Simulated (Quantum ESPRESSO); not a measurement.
A self-consistent single point of NbH (I4mm, 2 atoms in the cell) with Quantum ESPRESSO.

Computed with PBEsol, PSlibrary PAW (PBE) pseudopotentials (plane waves; Quantum ESPRESSO 7.5).

```yaml
crystal:
  lattice:
    - [1.59893, -1.59893, 1.97438]
    - [1.59893, 1.59893, 1.97438]
    - [-1.59893, -1.59893, 1.97438]
  atoms:
    - { symbol: Nb, position: [0.00000, 0.01266, 0.01266] }
    - { symbol: H, position: [0.00000, 0.50000, 0.50000] }
```

Reference input (self-consistent single point, DFT, PBEsol, plane waves, PSlibrary PAW (PBE) pseudopotentials): ecutwfc = 55 Ry; ecutrho = 330 Ry; occupations = smearing; smearing = fermi-dirac; degauss = 0.0073499 Ry; input_dft = pbesol; potentials = {Nb: Nb.pbe-spn-kjpaw_psl.1.0.0.UPF, H: H.pbe-kjpaw_psl.1.0.0.UPF}; K_POINTS = automatic 10 10 10 0 0 0; conv_thr = 1e-10 Ry; mixing_beta = 0.4. This run's input differs from it in these lines:

```diff
@@ -18,3 +18,3 @@
    smearing = 'fermi-dirac'
-   degauss = 0.0073499
+   degauss = 0.00147
    input_dft = 'pbesol'
@@ -32,3 +32,3 @@
 K_POINTS automatic
-10 10 10  0 0 0
+23 23 23  0 0 0
```

The program printed (abridged):

```
     Self-consistent Calculation

     iteration #  1     ecut=    55.00 Ry     beta= 0.40

     Threshold (ethr) on eigenvalues was too large:
     Diagonalizing with lowered threshold

     total energy              =    -331.26925551 Ry
     estimated scf accuracy    <       0.05562990 Ry

     iteration #  2     ecut=    55.00 Ry     beta= 0.40

     total energy              =    -331.27349090 Ry
     estimated scf accuracy    <       0.00480372 Ry

     iteration #  3     ecut=    55.00 Ry     beta= 0.40

     total energy              =    -331.27406331 Ry
     estimated scf accuracy    <       0.00049859 Ry

   [... 3 blocks of this kind left out ...]

     iteration #  7     ecut=    55.00 Ry     beta= 0.40

     total energy              =    -331.27410386 Ry
     estimated scf accuracy    <          3.6E-09 Ry

     iteration #  8     ecut=    55.00 Ry     beta= 0.40
     End of self-consistent calculation

     Number of k-points >= 100: set verbosity='high' to print the bands.

     the Fermi energy is    17.2662 ev

!    total energy              =    -331.27410386 Ry
     estimated scf accuracy    <          9.5E-11 Ry
     smearing contrib. (-TS)   =      -0.00011612 Ry
     internal energy E=F+TS    =    -331.27398774 Ry

     convergence has been achieved in   8 iterations

     Forces acting on atoms (cartesian axes, Ry/au):

     atom    1 type  1   force =     0.00000000    0.00000000   -0.01803603
     atom    2 type  2   force =     0.00000000    0.00000000    0.01803603

     Total force =     0.025507     Total SCF correction =     0.000009

          total   stress  (Ry/bohr**3)                   (kbar)     P=      -54.40
  -0.00037539  -0.00000000  -0.00000000          -55.22       -0.00       -0.00
  -0.00000000  -0.00037539   0.00000000           -0.00      -55.22        0.00
  -0.00000000   0.00000000  -0.00035866           -0.00        0.00      -52.76

   JOB DONE.
```

The run converged in 8 iterations. Against the reference run the free energy goes up by 10.2 meV/atom, the pressure goes from -5.63 to -5.44 GPa and the largest force moves little (0.463 to 0.464 eV/Å).

The starting cell comes from a database of computed structures (which also holds hypothetical and non-ambient phases and stackings), without a prior relaxation at this level. Its lattice was rescaled by up to half a per cent. One atom was moved a little off its site on purpose. Spin polarisation is off. With a pressure of about -5 GPa the cell is away from its equilibrium volume at this level.

Cost on one core of a shared machine: roughly 3 min.
